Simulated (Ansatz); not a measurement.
Output of an Ansatz run (abridged):

```
WARN ansatz: RAYON_NUM_THREADS=1 ignored (pool sized by the plan → 1); use --threads N
Pseudopotentials: kind: paw
Pseudopotential: Sb, paw, valence charge 15
Crystal: 4 atoms, lattice volume = 130.403 Å³
Basis set: ecut = 420.4159175005146 eV, 2539 PW (Γ)
Bands: 36, of which v1, the nominal top of the filled ones, is band 30 counted from 1 (29 counted from 0)
Symmetry: 16 space group operations
Space group: I4/mcm (ITA 140), of the structure as read, at distance tolerance 5.1e-5 Å
k-points: 40 of 343
PAW frozen core: Sb, regenerated for the run's functional, and the local potential with it
Initial density: superposition of atomic densities (neutral atoms: chi_scale 0, normalization atom), corrected by the library's trained network
Initial wavefunctions: pseudopotential atomic-orbital guess
Eigensolver: davidson
Functional: x = slater, c = lda
SCF iter   1: F=—  HF=-25342.148584 eV  |F-HF|=—  |Δ(HF+E_count)|=         —  Δρ=6.31e-3  dr2=2.06e-2  ethr=1.77e-3  ⟨swp⟩=6.7  Hψ=6020  notcnv=0
all-band conjugate gradients solve this SCF's bands
preconditioner: auto → LDOS
SCF iter   2: F=—  HF=-25342.140975 eV  |F-HF|=—  |Δ(HF+E_count)|=   7.61e-3  Δρ=1.70e-3  dr2=2.83e-3  ethr=3.44e-5  ⟨swp⟩=2.0  Hψ=2803  notcnv=0
SCF iter   3: F=—  HF=-25342.139211 eV  |F-HF|=—  |Δ(HF+E_count)|=   1.76e-3  Δρ=5.56e-4  dr2=2.18e-4  ethr=4.71e-6  ⟨swp⟩=2.0  Hψ=2600  notcnv=0
SCF iter   4: F=—  HF=-25342.139115 eV  |F-HF|=—  |Δ(HF+E_count)|=   9.52e-5  Δρ=9.99e-5  dr2=1.16e-5  ethr=3.63e-7  ⟨swp⟩=2.0  Hψ=2598  notcnv=0
SCF iter   5: F=—  HF=-25342.139056 eV  |F-HF|=—  |Δ(HF+E_count)|=   5.96e-5  Δρ=4.31e-5  dr2=4.05e-6  ethr=1.94e-8  ⟨swp⟩=2.0  Hψ=2603  notcnv=0
SCF iter   6: F=-25342.139055 eV  HF=-25342.139055 eV  |F-HF|=3.57e-8  |Δ(HF+E_count)|=   1.29e-6  Δρ=5.20e-6  dr2=6.15e-8  ethr=1.67e-10  ⟨swp⟩=7.7  Hψ=7335  notcnv=0
SCF 1 converged in 6 iterations: F = -25342.139055 eV  dr2 = 6.15e-8
SCF converged after 6 iterations
Free energy (F): -25342.139055 eV
Harris-Foulkes:  -25342.139055 eV  (|F-HF|=3.57e-8)
Internal energy: -25342.123666 eV  (E = F + TS)
E sigma→0 (E₀):  -25342.131360 eV
Entropy (-TS):   -0.015388 eV (-3.847 meV/atom)
Fermi energy:    8.470995 eV
--- Per-component energies (eV) ---
  E_band       = -754.962524
  E_kinetic    = 833.210299
  E_local      = -7255.968818  (includes V_loc(G=0)·N_el)
  E_nonlocal   = 1464.100939
  E_hartree    = 3285.581493
  E_xc         = -551.699726
  E_vxc        = -389.532018  (∫ρ·V_xc dr)
  E_paw        = -17704.605551  (= ΣΔE_a)
  E_vpaw       = -1977.919671  (= ΣTr[D̂ρ^β])
  E_aug_tail   = -0.000008  (compensation charges beyond the density's cutoff)
  E_ewald      = -5414.977587
  E_core_change = 2.235294  (= ΣΔE_core)
  E_smearing   = -0.015388  (= −TS)
  E_closure    = -0.000000  (closes the sum)
  Σ components = -25342.139055   (vs F -25342.139055, Δ=0.00e0)
--- Forces (eV/Å), atoms counted from 1 ---
  atom   1  Sb    -0.02060222     0.02060222    -0.00000000
  atom   2  Sb     0.02060222    -0.02060222    -0.00000000
  atom   3  Sb    -0.02060222    -0.02060222     0.00000000
  atom   4  Sb     0.02060222     0.02060222     0.00000000
  max |Σ_I F_I| component: 6.94e-18 eV/Å
--- Stress (GPa, compression-positive) ---
       -1.393115       0.000000      -0.000000
        0.000000      -1.393115       0.000000
        0.000000      -0.000000      -1.328502
  P = ⅓ Tr σ = -1.3716 GPa (-13.716 kbar)
  The stress holds the Pulay correction. Without it, at fixed plane waves, as pw.x and ABINIT print it: P = -1.4052 GPa
--- Band table (eV; the first three rows and the last of 40) ---
  k-point 0: bands = ["-20.6069", "-20.6069", "-20.5616", "-20.5568", "-20.5568", "-20.5524", "-20.5248", "-20.5067", "-20.5028", "-20.5025", "-20.5025", "-20.5016", "-20.4671", "-20.4671", "-20.4648", "-20.4575", "-20.4575", "-20.4489", "-20.4483", [...]
  k-point 1: bands = ["-20.6099", "-20.6076", "-20.5626", "-20.5596", "-20.5555", "-20.5454", "-20.5285", "-20.5132", "-20.5074", "-20.5038", "-20.4955", "-20.4934", "-20.4728", "-20.4673", "-20.4605", "-20.4576", "-20.4557", "-20.4499", "-20.4447", [...]
  k-point 2: bands = ["-20.6160", "-20.6089", "-20.5680", "-20.5548", "-20.5522", "-20.5369", "-20.5353", "-20.5206", "-20.5088", "-20.5052", "-20.4887", "-20.4869", "-20.4823", "-20.4677", "-20.4582", "-20.4545", "-20.4539", "-20.4454", "-20.4387", [...]
  k-point 39: bands = ["-20.6566", "-20.5759", "-20.5544", "-20.5524", "-20.5384", "-20.5372", "-20.5273", "-20.5232", "-20.5231", "-20.5190", "-20.4995", "-20.4990", "-20.4817", "-20.4709", "-20.4560", "-20.4547", "-20.4537", "-20.4250", [...]
```

The structure:

```
CELL_PARAMETERS angstrom
     -4.01792     4.01792     2.01941
      4.01792    -4.01792     2.01941
      4.01792     4.01792    -2.01941
ATOMIC_POSITIONS crystal
  Sb 0.34874 0.15126 0.50000
  Sb 0.65126 0.84874 0.50000
  Sb 0.15126 0.65126 0.80252
  Sb 0.84874 0.34874 0.19748
```

Q: Reconstruct the input of this run.

A: Other spellings and defaults could give the same log, and not every line can be read from it. The input that was run (DFT, LDA (PW92), plane waves, default PAW files made with PBE):

Ansatz 0.2 input:
```yaml
crystal:
  lattice:
    - [-4.017920, 4.017920, 2.019409]
    - [4.017920, -4.017920, 2.019409]
    - [4.017920, 4.017920, -2.019409]
  atoms:
    - { symbol: Sb, position_ang: [1.215501, 2.802419, 0.000000] }
    - { symbol: Sb, position_ang: [2.802419, 1.215501, 2.019409] }
    - { symbol: Sb, position_ang: [5.233421, 1.215501, -0.000000] }
    - { symbol: Sb, position_ang: [-1.215501, 2.802419, 2.019409] }
basis:
  ecutwfc: 30.9 Ry
kpoints:
  mp_grid:
    grid: [7, 7, 7]
hamiltonian:
  xc: lda
  pseudopotentials:
    kind: paw
scf:
  occupations:
    method: gaussian
    width: 0.0073 Ry
output:
  forces: true
  eigenvalues: true
  stress: true
```

The starting cell comes from a database of computed structures (which also holds hypothetical and non-ambient phases and stackings), without a prior relaxation at this level. Its lattice was rescaled by up to half a per cent. Spin-orbit coupling is off. Ansatz's pressure includes its estimate of the finite-basis (Pulay) stress.

Ansatz is a first-principles code.
